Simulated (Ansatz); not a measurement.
Here is the system:

```
BP
1.0
    0.00000     2.27393     2.26595
    2.27393     0.00000     2.26595
    2.27393     2.27393     0.00000
B P
1 1
Direct
  0.00000   0.00000   0.00000
  0.25000   0.25000   0.25000
```

Computed with r2SCAN with spin-orbit coupling, rigid bands (plane waves, PAW; Ansatz, a quantum-chemistry and plane-wave program). Condition of this run: biaxial stress xx = yy = -1 GPa (compression positive) (the target of the relaxation). Geometry: cell and atoms relaxed with r2SCAN, then loaded as said.

What conductivity effective mass do dilute electrons have at 300 K?

0.26 (x), 0.26 (y), 0.63 (z) mₑ.

What conductivity effective mass do dilute holes have at 300 K?

0.40 mₑ.

And the band gap?

1.35 eV at this level; semilocal functionals usually fall short of the measured gap.

Rigid bands, one relaxation time for all states, no polarons.
